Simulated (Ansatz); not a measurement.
Base system: WTe2 (space group Fm-3m, No. 225; a = 6.572 Å; a hypothetical phase, not in the database extracts checked; relaxed with 0.1 eV smearing). Axes: x, y, z lie along the cube axes.

Computed with PBEsol (Ansatz, a quantum-chemistry and plane-wave program, PAW, scalar-relativistic without spin-orbit coupling).

It is then changed as follows: the cell is stretched by 4.45 % along y with no lateral relaxation, atoms relaxed at fixed cell.

Question: Predict the stress tensor and what it implies for the stiffness.

Answer: Stress of the strained cell less that of the base (GPa, compression positive):
```
   -3.0     0.0     0.0
    0.0    -7.1     0.0
    0.0     0.0    -3.0
```

Then −Δσ_ii/ε with ε = 0.0445 gives secant stiffness values (nonlinear terms included at this strain): C22 ≈ 160 GPa, C12 ≈ 68 GPa and C23 ≈ 68 GPa.

As a check, the harmonic strain energy −½ V₀ Δσ:ε is 23 meV/atom; the computed energy rise is 24 meV/atom.

Stability against distortions was not tested. All final runs are without spin polarisation. WTe2 has a high density of states at the Fermi level and may be magnetic at this level.
